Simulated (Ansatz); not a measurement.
System: interstitial Cl in bcc Nb (neutral cell). All values below come from PBE, PAW (plane waves to 420 eV; Ansatz, a first-principles code).

Settings: 36 host sites, the relaxed PBE lattice, a 2×2×3 k-point mesh shifted by half a step, smearing 0.10 eV, spin-restricted, no image-charge correction. No zero-point or tunnelling terms. Sites that were not tried may lie lower.

Barriers: single points on a 3×3×4 k-point mesh shifted by half a step at the bands' geometries (they differ from the bands' own by up to 0.05 eV, and are uncertain by about as much).

Relaxed starting cell (atoms counted from 1):

```yaml
crystal:
  lattice:
    - [9.93269, 0.00000, 0.00000]
    - [0.00000, 9.93269, 0.00000]
    - [0.00000, 0.00000, 6.62179]
  atoms:
    - { symbol: Nb, position: [0.99894, 0.99961, 0.00332] }
    - { symbol: Nb, position: [0.99895, 0.99961, 0.50034] }
    - { symbol: Nb, position: [0.99894, 0.32889, 0.99366] }
    - { symbol: Nb, position: [0.99895, 0.32888, 0.51000] }
    - { symbol: Nb, position: [0.99894, 0.67034, 0.99365] }
    - { symbol: Nb, position: [0.99895, 0.67035, 0.51001] }
    - { symbol: Nb, position: [0.33032, 0.99965, 0.00522] }
    - { symbol: Nb, position: [0.33032, 0.99965, 0.49856] }
    - { symbol: Nb, position: [0.33723, 0.32622, 0.99296] }
    - { symbol: Nb, position: [0.33724, 0.32622, 0.51082] }
    - { symbol: Nb, position: [0.33723, 0.67307, 0.99297] }
    - { symbol: Nb, position: [0.33724, 0.67307, 0.51082] }
    - { symbol: Nb, position: [0.66758, 0.99965, 0.00516] }
    - { symbol: Nb, position: [0.66758, 0.99964, 0.49850] }
    - { symbol: Nb, position: [0.66065, 0.32619, 0.99288] }
    - { symbol: Nb, position: [0.66065, 0.32618, 0.51075] }
    - { symbol: Nb, position: [0.66064, 0.67309, 0.99289] }
    - { symbol: Nb, position: [0.66065, 0.67309, 0.51076] }
    - { symbol: Nb, position: [0.16594, 0.16492, 0.25186] }
    - { symbol: Nb, position: [0.16541, 0.16321, 0.75187] }
    - { symbol: Nb, position: [0.22256, 0.49963, 0.25188] }
    - { symbol: Nb, position: [0.16820, 0.49962, 0.75187] }
    - { symbol: Nb, position: [0.16593, 0.83433, 0.25187] }
    - { symbol: Nb, position: [0.16540, 0.83604, 0.75188] }
    - { symbol: Nb, position: [0.49895, 0.16544, 0.25186] }
    - { symbol: Nb, position: [0.49893, 0.16354, 0.75186] }
    - { symbol: Nb, position: [0.49900, 0.49965, 0.25188] }
    - { symbol: Nb, position: [0.49897, 0.49967, 0.75186] }
    - { symbol: Nb, position: [0.49895, 0.83386, 0.25188] }
    - { symbol: Nb, position: [0.49893, 0.83575, 0.75187] }
    - { symbol: Nb, position: [0.83197, 0.16490, 0.25181] }
    - { symbol: Nb, position: [0.83249, 0.16320, 0.75181] }
    - { symbol: Nb, position: [0.77528, 0.49962, 0.25179] }
    - { symbol: Nb, position: [0.82969, 0.49962, 0.75180] }
    - { symbol: Nb, position: [0.83197, 0.83434, 0.25182] }
    - { symbol: Nb, position: [0.83249, 0.83604, 0.75181] }
    - { symbol: Cl, position: [0.99892, 0.49962, 0.25183] }
```

End state 1 differs by these moves (Å; atoms that move under 0.08 Å are left out):

```csv
atom,element,Δx,Δy,Δz
3,Nb,0.00,-0.53,0.06
5,Nb,0.00,0.53,0.06
9,Nb,-0.04,0.06,0.07
10,Nb,-0.02,0.07,-0.05
11,Nb,-0.04,-0.06,0.07
12,Nb,-0.02,-0.07,-0.05
15,Nb,0.04,0.06,0.07
16,Nb,0.02,0.07,-0.05
17,Nb,0.04,-0.06,0.07
18,Nb,0.02,-0.07,-0.05
19,Nb,0.06,-0.04,0.07
20,Nb,0.07,-0.02,-0.05
21,Nb,-0.53,0.00,0.06
23,Nb,0.06,0.04,0.07
24,Nb,0.07,0.02,-0.05
31,Nb,-0.06,-0.04,0.07
32,Nb,-0.07,-0.02,-0.05
33,Nb,0.53,0.00,0.06
35,Nb,-0.06,0.04,0.07
36,Nb,-0.07,0.02,-0.05
37,Cl,0.00,0.00,-1.65
```

Task: Predict the forward and backward barriers to end state 1 from PBE, PAW.

Result: forward 1.14 eV, backward 1.14 eV; at the saddle point atom 37 has neighbours 4 Nb at 2.27 Å. The saddle point's order was not checked, and it lies on a symmetry element of the cell, where a band can be held.
